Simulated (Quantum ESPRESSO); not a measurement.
Pressure against volume in hcp Ti (space group 194) (Quantum ESPRESSO, LDA)

```yaml
crystal:
  lattice:
    - [2.83527, 0.00000, 0.00000]
    - [-1.41763, 2.45541, 0.00000]
    - [0.00000, 0.00000, 4.49798]
  atoms:
    - { symbol: Ti, position: [0.66667, 0.33333, 0.75000] }
    - { symbol: Ti, position: [0.33333, 0.66667, 0.25000] }
```

Method of the run: LDA (PZ), GBRV 1.5 ultrasoft (LDA) pseudopotentials (plane waves; Quantum ESPRESSO). Settings: ecutwfc = 65 Ry; ecutrho = 520 Ry; occupations = smearing; smearing = fermi-dirac; degauss = 0.0036749 Ry; potentials = {Ti: ti_lda_v1.4.uspp.F.UPF}; K_POINTS = automatic 23 23 13 0 0 0; conv_thr = 1e-10 Ry; mixing_beta = 0.4. The cell above is the first row's. The rows scale it uniformly. In all rows fractional positions and the k mesh are held.

| V (Å^3/atom) | P (GPa) |
|---|---|
| 15.657 | ? |
| 15.997 | 0.90 |
| 16.338 | -1.74 |
| 16.678 | -4.15 |
| 17.018 | -6.33 |
| 17.359 | -8.32 |
| 17.699 | -10.12 |
| 18.039 | -11.76 |
| 18.380 | -13.25 |

Taking a cubic for P over the 8 complete rows: With u = V - 17.2, the rows have u = -1.2030, -0.8620, -0.5220, -0.1820, 0.1590, 0.4990, 0.8390, 1.1800. Least squares gives P = -7.417 - 5.8147·u + 0.8250·u² - 0.0739·u³. Residuals (row less fit): -0.001, 0.004, -0.004, 0.001, 0.001, 0.002, -0.002, 0.001; standard error 0.003 (degrees of freedom: 4). The fitted pressure is zero at V0 = 16.11, where dP/dV = -7.877, so B0 = -V0·dP/dV = 127 GPa.

Problem. Estimate the missing P (V = 15.657); what did the run itself give?

Solution. u = -1.5430, so P = -7.417 - 5.8147 × (-1.5430) + 0.8250 × (-1.5430)² - 0.0739 × (-1.5430)³ = 3.791 GPa. The calculation gives 3.80 GPa, 0.009 GPa above the prediction (0.1 % of the range of P in the table). The row lies outside the fitted rows, so this is an extrapolation. From the scatter of the fitted rows alone, a prediction at this place has a standard error of 0.009 GPa, so the miss is 1.0 times that.

Carrying the step between the two nearest rows on in a straight line would have given 3.53, off by 0.27; series whose last step already gives the withheld value aren't shown. The scan was laid around a cell of about the measured size, scaled by a guess for this functional; axis ratios and inner coordinates come from that cell. The runs keep the symmetry of the cell, so they don't test it for distortions. Spin polarisation is off. The shape of the cell and the inner coordinates aren't relaxed, so V0 and B0 belong to this uniform scaling; a relaxed crystal lies no higher in energy and is usually softer. Cutoffs and mesh are single choices, not tested for convergence of this quantity. Series with a scatter that would blur these digits, or in which a gap closes, are not shown.
